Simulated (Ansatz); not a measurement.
# Response to strain in Cu

Base system: Cu in the fcc (Cu type) structure (space group Fm-3m, No. 225; a = 3.5184 Å; relaxed with 0.1 eV smearing).

Strains are applied to the cell and any free atomic positions relax.

Method: plane-wave PAW DFT at the LDA level (Ansatz, a program for electronic structure, 420 eV), without spin-orbit coupling.

Candidates:
(a) isotropic strain −2.00 %
(b) isotropic strain +2.00 %
(c) isotropic strain −0.50 %
(d) isotropic strain +3.00 %
(e) isotropic strain +2.50 %

Notes on the quantities. energy relative to the base: free energy F.

Task: Order them by energy relative to the base, highest first.

Result: (d) isotropic strain +3.00 % (+46 meV/atom), (e) isotropic strain +2.50 % (+33 meV/atom), (a) isotropic strain −2.00 % (+25 meV/atom), (b) isotropic strain +2.00 % (+21 meV/atom), (c) isotropic strain −0.50 % (+1.5 meV/atom)

Whether these cells are dynamically stable was not tested. The final runs are not spin-polarised.
